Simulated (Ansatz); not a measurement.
TiC: response to strain

The reference is TiC in the rock salt structure (space group Fm-3m, No. 225; relaxed with 0.1 eV smearing).

```xyz
2
Lattice="0.0000 2.1305 2.1305 2.1305 0.0000 2.1305 2.1305 2.1305 0.0000" Properties=species:S:1:pos:R:3 pbc="T T T"
Ti     0.0000     0.0000     0.0000
C      2.1305     2.1305     2.1305
```

Cartesian axes are those of the cell as printed.

Strains are applied to the cell and any free atomic positions relax.

Computed with DFT with LDA, PAW potentials and a 420 eV plane-wave cutoff in Ansatz (a first-principles code), no SOC.

Candidates:
(a) uniaxial strain ε_zz = −2.50 %
(b) uniaxial strain ε_zz = −1.00 %
(c) uniaxial strain ε_zz = +2.50 %
(d) uniaxial strain ε_zz = −2.00 %

Notes on the quantities. energy relative to the base: free energy F.

Question: Order them by energy relative to the base, lowest first.

Answer: (b) uniaxial strain ε_zz = −1.00 % (+1.8 meV/atom), (d) uniaxial strain ε_zz = −2.00 % (+7.6 meV/atom), (c) uniaxial strain ε_zz = +2.50 % (+10 meV/atom), (a) uniaxial strain ε_zz = −2.50 % (+12 meV/atom)

No phonon test of stability was made. The final runs are not spin-polarised.
